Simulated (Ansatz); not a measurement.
Take HfS₂ in the CdI2 type structure (space group P-3m1, No. 164; a = 3.6057 Å, c = 5.7676 Å; layered, stacked along the Cartesian z axis) as the base.

Levels (all Ansatz, an electronic-structure program, PAW): PBE-D3(BJ) (420 eV, spin-orbit coupling left out); PBE+SOC (420 eV, noncollinear with spin-orbit coupling).

The geometry is relaxed with PBE-D3(BJ).

- PBE-D3(BJ) lowest conduction level above the VBM at special points = L 0.85 eV; M 1.00 eV; A 1.79 eV; Γ 1.85 eV
- PBE-D3(BJ) gap character = indirect, Γ → L

Question: How does going to PBE+SOC change the lowest conduction level above the VBM at special points, valence-band top at Γ and gap character?

Answer: The lowest conduction level above the VBM at special points changes from L 0.85 eV; M 1.00 eV; A 1.79 eV; Γ 1.85 eV to L 0.83 eV; M 0.99 eV; A 1.76 eV; Γ 1.79 eV; the valence-band top at Γ (three highest Kramers pairs, from the VBM) comes out as 0.00, -0.13, -0.30 eV; the gap character stays indirect, Γ → L.

Single points use the geometry relaxed with PBE-D3(BJ). The spin-orbit shifts are approximate. With Hf present, leaving out spin-orbit coupling can change the band edges. Whether these cells are dynamically stable was not tested.
